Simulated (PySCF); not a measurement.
PySCF 2.14.0, HF/def2-svp, df: Hf(Br)2(I)2 ([Br][Hf]([Br])([I])[I]), 5 atoms. The geometry is a generated start, not checked to be a minimum at this level.

- task: energy
- method: hf
- basis: def2-svp
- two-electron scheme: density fitting
- mol.max_memory: 3000 MB
- mf.max_cycle: 100
- mf.init_guess: minao (default)
- mf.conv_tol: 1e-09 (default)
- effective core potentials: those of the basis set, past Kr
- basis functions: 148

```xyz
5

Hf     0.0321    -0.0037     0.0104
Br     2.0219    -0.5917    -1.3707
Br     0.8255     0.3053     2.3553
I     -1.0721     2.3632    -0.9143
I     -1.8075    -2.0731    -0.0808
```

Charge 0 and multiplicity 1 are set for this test and not shown to be the ground state.

With the defaults (mf.diis = true, mf.DIIS = CDIIS, mf.diis_space = 8, mf.damp = 0, mf.diis_start_cycle = 1, mf.level_shift = 0) it converges in 14 Fock builds. One run each on 2 threads, 1 BLAS thread, with these changes:
- mf.diis_space = 5
- mf.damp = 0.3, mf.diis_start_cycle = 4
- mf.diis = false
- mf.diis_space = 3
- mf.diis_space = 12
- mf.DIIS = EDIIS
- mf.level_shift = 1 Hartree
- mf.diis_space = 20
- mf.level_shift = 0.1 Hartree

Question: Name the settings that don't reach the solution of the defaults.

Answer: No convergence: mf.diis = false (the run ends without SCF convergence in 100 cycles). The rest reach the solution of the defaults.

```tsv
setting	Fock builds	end
the defaults	14	same solution
mf.diis_space = 20	14	same solution
mf.damp = 0.3, mf.diis_start_cycle = 4	14	same solution
mf.diis_space = 12	14	same solution
mf.level_shift = 0.1 Hartree	15	same solution
mf.diis_space = 5	15	same solution
mf.diis_space = 3	16	same solution
mf.level_shift = 1 Hartree	29	same solution
mf.DIIS = EDIIS	47	same solution
mf.diis = false	101	no convergence
```
